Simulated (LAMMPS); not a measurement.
MD of SiO2 (stishovite, a high-pressure form) at zero pressure over temperature, 1050 atoms; each row names its start.

Level of theory: classical MD, pair style vashishta, file SiO.1990.vashishta; code LAMMPS.

| T (K), start | state | volume | enthalpy | first peak of g(r), O-Si | coordination number of O by Si |
|---|---|---|---|---|---|
| 100, crystal | solid that has left the starting structure; no diffusion seen in 30 ps | 11.32 ± 0.03 Å³/atom | -8.814 ± 0.002 eV/atom | 1.62 Å, height 23.5 | 1.94 (counted to 2.10 Å) |
| 200, crystal | solid that has left the starting structure; no diffusion seen in 30 ps | 11.451 ± 0.004 Å³/atom | -8.7916 ± 0.0005 eV/atom | 1.62 Å, height 20.7 | 1.94 (counted to 2.14 Å) |
| 300, crystal | solid that has left the starting structure; no diffusion seen in 30 ps | 11.790 ± 0.007 Å³/atom | -8.800 ± 0.001 eV/atom | 1.62 Å, height 20.9 | 1.95 (counted to 2.06 Å) |
| 1080, crystal | solid that has left the starting structure; no diffusion seen in 30 ps | 12.77 ± 0.01 Å³/atom | -8.671 ± 0.002 eV/atom | 1.61 Å, height 15.4 | 1.98 (counted to 2.06 Å) |
| 1440, crystal | solid that has left the starting structure; no diffusion seen in 30 ps | 12.82 ± 0.03 Å³/atom | -8.585 ± 0.003 eV/atom | 1.61 Å, height 14.1 | 1.98 (counted to 2.26 Å) |
| 1800, crystal | solid that has left the starting structure; no diffusion seen in 30 ps | 13.15 ± 0.02 Å³/atom | -8.504 ± 0.005 eV/atom | 1.61 Å, height 13.4 | 1.99 (counted to 2.22 Å) |
| 2160, crystal | solid that has left the starting structure; no diffusion seen in 30 ps | 13.278 ± 0.007 Å³/atom | -8.400 ± 0.003 eV/atom | 1.61 Å, height 12.3 | 1.99 (counted to 2.34 Å) |
| 2520, crystal | slow or partial motion within 30 ps, no clear phase | 13.55 ± 0.01 Å³/atom | -8.303 ± 0.003 eV/atom | 1.61 Å, height 11.3 | 1.99 (counted to 2.46 Å) |
| 2880, crystal | slow or partial motion within 30 ps, no clear phase | 13.80 ± 0.03 Å³/atom | -8.188 ± 0.005 eV/atom | 1.61 Å, height 10.8 | 1.98 (counted to 2.46 Å) |
| 1320, melt | viscous melt or glass; no diffusion seen in 60 ps | 13.426 ± 0.007 Å³/atom | -8.6277 ± 0.0010 eV/atom | 1.61 Å, height 15.5 | 1.98 (counted to 2.18 Å) |
| 1680, melt | slow or partial motion within 60 ps, no clear phase | 13.44 ± 0.01 Å³/atom | -8.545 ± 0.002 eV/atom | 1.61 Å, height 13.8 | 1.99 (counted to 2.30 Å) |
| 1920, melt | viscous melt or glass; no diffusion seen in 60 ps | 13.53 ± 0.01 Å³/atom | -8.476 ± 0.001 eV/atom | 1.61 Å, height 13.1 | 1.98 (counted to 2.38 Å) |
| 2160, melt | slow or partial motion within 60 ps, no clear phase | 13.56 ± 0.01 Å³/atom | -8.412 ± 0.002 eV/atom | 1.61 Å, height 12.4 | 1.99 (counted to 2.38 Å) |
| 2400, melt | slow or partial motion within 60 ps, no clear phase | 13.70 ± 0.01 Å³/atom | -8.348 ± 0.004 eV/atom | 1.61 Å, height 11.6 | 1.99 (counted to 2.38 Å) |
| 2640, melt | slow or partial motion within 60 ps, no clear phase | 13.66 ± 0.02 Å³/atom | -8.275 ± 0.005 eV/atom | 1.61 Å, height 10.9 | 1.98 (counted to 2.34 Å) |
| 3000, melt | liquid | 13.90 ± 0.01 Å³/atom | -8.150 ± 0.002 eV/atom | 1.61 Å, height 10.4 | 1.98 (counted to 2.42 Å) |
| 3360, melt | liquid | 14.43 ± 0.02 Å³/atom | -7.981 ± 0.005 eV/atom | 1.60 Å, height 9.9 | 1.95 (counted to 2.42 Å) |
| 3840, melt | liquid | 15.02 ± 0.02 Å³/atom | -7.749 ± 0.003 eV/atom | 1.59 Å, height 9.7 | - |

Caution (rows 100, crystal; 300, crystal; 1080, crystal; 1440, crystal; 1800, crystal; 2520, crystal; 2880, crystal; 1320, melt; 1920, melt; 2400, melt; 2640, melt): enthalpy drifts during the constant-pressure average: a transition or slow ageing; fluctuation values are void.

Caution: with SiO.1990.vashishta the 0 K volume of this crystal is 30 % off the measured one.

Caution (rows 3000, melt; 3360, melt; 3840, melt): a run this short can hold a crystal over, or a liquid under, the potential's own melting point, which these runs don't give.

States go by the mean squared displacement: a species diffuses where it passes 1.5 Å², still rises and gives D over 1e-6 cm²/s; a crystal has left its structure where atoms lie 0.35 Å off their sites on average or a cubic box changes its shape by 3 %, or the axial ratios of another lie 8 % off the starting cell's, which the potential's own relaxation can also do.

Uncertainties are statistical and leave out the potential's own error.
